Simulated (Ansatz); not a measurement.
# Response to strain in ZnO

The parent structure is ZnO in the wurtzite structure (space group P6_3mc, No. 186; a = 3.2300 Å, c = 5.2144 Å).

Strains are applied to the cell and any free atomic positions relax.

Calculations: Kohn–Sham DFT with the PBEsol functional, run in Ansatz (an electronic-structure program) with PAW and 420 eV plane waves, no SOC.

Notes on the quantities. energy relative to the base: free energy F; pressure: mean of the normal stresses, compression positive.

```
change                    energy relative to the base  volume per atom   pressure
------------------------  ---------------------------  ---------------  ---------
base                                       0 meV/atom         11.78 Å³   0.00 GPa
isotropic strain +0.60 %                +1.7 meV/atom         11.99 Å³  -2.50 GPa
isotropic strain +1.20 %                +6.6 meV/atom         12.21 Å³  -4.79 GPa
isotropic strain +1.80 %                 +15 meV/atom         12.43 Å³        ___
isotropic strain +2.40 %                 +25 meV/atom         12.65 Å³  -8.80 GPa
isotropic strain +3.00 %                 +39 meV/atom         12.87 Å³        ___
```

**Question.** Fill in the withheld entries from the trend.

**Answer.** 
- isotropic strain +1.80 %, pressure: -6.88 GPa
- isotropic strain +3.00 %, pressure: -10.56 GPa

Stability against distortions was not tested.
